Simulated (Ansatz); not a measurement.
A zone-centre phonon calculation of Te (C2/m, 3 atoms in the cell) with Ansatz (a first-principles code).

Level of theory: LDA (PW92), default PAW files made with PBE (plane waves; Ansatz).

```
Te
1.0
    3.80119    -2.13746     0.00000
    3.80119     2.13746     0.00000
   -0.09382     0.00000     5.94621
Te
3
Direct
  0.69055   0.69055   0.66119
  0.30945   0.30945   0.33881
  0.00000   0.00000   0.00000
```

Reference input (self-consistent single point, DFT, LDA (PW92), plane waves, default PAW files made with PBE): basis.ecutwfc = 30.9 Ry; kpoints.mp_grid.grid = 8 8 5; hamiltonian.xc = lda; hamiltonian.pseudopotentials = {kind: paw} (the program's default PAW files); scf.occupations.method = fermi_dirac; scf.occupations.width = 0.0073 Ry. This run's input differs from it in these lines:

```diff
@@ -19,6 +19,5 @@
   occupations: { method: fermi_dirac, width: 0.0073 Ry }
-output:
-  forces: true
-  eigenvalues: true
-  stress: true
+  convergence: { dr2_threshold: 1.0e-07 eV }
+phonons:
+  method: dfpt
```

Output (repeated stretches shortened):

```
SCF iter   1: F=—  HF=-20481.511977 eV  |F-HF|=—  |Δ(HF+E_count)|=         —  Δρ=4.66e-3  dr2=1.01e-2  ethr=1.77e-3  ⟨swp⟩=7.0  Hψ=12002  notcnv=0
all-band conjugate gradients solve this SCF's bands
preconditioner: auto → LDOS
SCF iter   2: F=—  HF=-20481.504661 eV  |F-HF|=—  |Δ(HF+E_count)|=   7.32e-3  Δρ=1.06e-3  dr2=1.32e-3  ethr=2.09e-5  ⟨swp⟩=2.0  Hψ=5677  notcnv=0
SCF iter   3: F=—  HF=-20481.504242 eV  |F-HF|=—  |Δ(HF+E_count)|=   4.19e-4  Δρ=5.79e-4  dr2=4.15e-4  ethr=2.76e-6  ⟨swp⟩=2.0  Hψ=4964  notcnv=0
SCF iter   4: F=—  HF=-20481.504081 eV  |F-HF|=—  |Δ(HF+E_count)|=   1.61e-4  Δρ=9.41e-5  dr2=1.01e-5  ethr=8.65e-7  ⟨swp⟩=2.0  Hψ=4923  notcnv=0
SCF iter   5: F=—  HF=-20481.504075 eV  |F-HF|=—  |Δ(HF+E_count)|=   5.97e-6  Δρ=1.69e-5  dr2=3.90e-7  ethr=2.10e-8  ⟨swp⟩=2.0  Hψ=4999  notcnv=0
SCF iter   6: F=-20481.504075 eV  HF=-20481.504075 eV  |F-HF|=2.14e-8  |Δ(HF+E_count)|=   7.30e-8  Δρ=4.72e-6  dr2=2.99e-8  ethr=2.08e-10  ⟨swp⟩=11.6  Hψ=20811  notcnv=0
SCF 1 converged in 6 iterations: F = -20481.504075 eV  dr2 = 2.99e-8
DFPT response loops at Γ: preconditioner auto → Kerker (q_TF=auto, 2.428 Å⁻¹) (partly filled bands, converged f_vac=0.013) …
Free energy (F): -20481.504075 eV
Internal energy: -20481.471571 eV  (E = F + TS)
E sigma→0 (E₀):  -20481.487823 eV
Entropy (-TS):   -0.032504 eV (-10.835 meV/atom)
Fermi energy:    9.303304 eV
--- Phonons (Γ-DFPT): 6 representative perturbations + reference, on 93 of 320 k-points (Σ response iterations 24) ---
  k mesh reduced under 2 symmetry operations, with k and −k counted as one. Each operation leaves every solved displacement unchanged or reverses it
  ASR residual: 2.030e-3 → 0.000e0 eV/Å²; symmetrization residual: 6.313e-7 eV/Å²
  ASR residual per site (eV/Å²): 8.60e-4 8.60e-4 2.03e-3
  Γ frequencies (cm⁻¹): -67.67 -62.59 0.00 0.00 0.00 57.23 71.81 83.87 112.55
  non-analytic LO–TO correction: not included (Born effective charges unavailable; polar crystals: no LO–TO splitting at Γ)
```

The run converged in 6 iterations. 

Summary of the result:
| Property | Value |
|---|---|
| Free energy E − TS (on the zero of these files) | -20481.5041 eV |
| Fermi level (on the code's own zero) | 9.30 eV |
| Zone-centre frequencies (cm⁻¹; negative means imaginary) | -68, -63, 0, 0, 0, 57, 72, 84, 113 |

The starting cell comes from a database of computed structures (which also holds hypothetical and non-ambient phases and stackings), without a prior relaxation at this level. Its lattice was rescaled by up to half a per cent. Spin-orbit coupling is off.

Cost on one core of a shared machine: roughly 4 min.

Keys are those of Ansatz 0.2.
